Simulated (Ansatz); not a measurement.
Base system: InAs in the zinc blende structure (space group F-43m, No. 216; a = 6.026 Å).

Computed with LDA in Ansatz (plane waves to 420 eV, PAW, no SOC).

Before the change:

```
Property   Result
--------  -------
Pressure  0.0 GPa
```

The change: every lattice vector is stretched by 2.00 %, atoms relaxed at fixed cell.

Estimate the effect on the pressure.

The pressure goes from zero to -3.1 GPa.

How does this affect the energy relative to the base?

The energy grows by 17 meV/atom.

The mesh was chosen for an insulator and is coarse for the gapless case. The cells carry an imposed strain or load. Stability against distortions was not tested. All final runs are without spin polarisation.

Ansatz is a quantum-chemistry and plane-wave program.
